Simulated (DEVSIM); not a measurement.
System: Pd/SiO2/p-Si capacitor, at 500 K.

Layer 1 from the left is SiO2, thickness (nm) 12.0. Layer 2 from the left is Si, thickness (nm) 840, Na (cm⁻³) 4.7e17.

Metal gate on the left, work function 5.2 eV. Fixed charge at the semiconductor interface -7.4e11 cm⁻² (in units of +e); interface traps 1.5e10 cm⁻² eV⁻¹, uniform in energy, neutral level at 0.5 of the gap above the valence band.

This is a model device: material constants are rounded textbook-type values typed into the input, and sizes, dopings and lifetimes were drawn at random. Values at 300 K; Nc and Nv go as T^1.5, mobilities as T to minus their exponent, the gap by Varshni's rule with the affinity fixed.

SiO2: gap (eV) 9, affinity (eV) 0.9, permittivity 3.9. Si: gap (eV) 1.124, affinity (eV) 4.05, permittivity 11.7, Nc (cm⁻³) 2.86e19, Nv (cm⁻³) 3.1e19, Varshni α (eV/K) 0.000473, Varshni β (K) 636.

Simulated with DEVSIM: 1D Poisson equation in equilibrium, Boltzmann statistics, complete ionisation; no quantum confinement or tunnelling. Metal contacts follow the ideal Schottky-Mott rule: no Fermi-level pinning, no interface dipoles.

Task: What does the simulation give for the minimum of the low-frequency capacitance, the flat-band voltage?

Result: minimum of the low-frequency capacitance 0.148 μF/cm²; flat-band voltage 0.71 V.
